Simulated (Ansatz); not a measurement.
Start from BeTe in the zinc blende structure (space group F-43m, No. 216; a = 5.664 Å). Axes: x, y, z lie along the cube axes.

The values are results of PBE (Ansatz, a program for electronic structure), scalar-relativistic without spin-orbit coupling, not measurements.

The change: an isotropic linear strain of +2.50 %; the atoms relax in the strained cell.

Q: Predict the stress tensor and what it implies for the stiffness.

A: Stress of the strained cell less that of the base (GPa, compression positive):
```
  -3.61    0.00    0.00
   0.00   -3.61    0.00
   0.00    0.00   -3.61
```

Then B = −ΔP/(ΔV/V₀) with ΔV/V₀ = 0.0769 gives secant stiffness values (nonlinear terms included at this strain): B ≈ 47 GPa.

As a check, the harmonic strain energy −½ V₀ Δσ:ε is 19 meV/atom; the computed energy rise is 21 meV/atom.

No phonon test of stability was made.
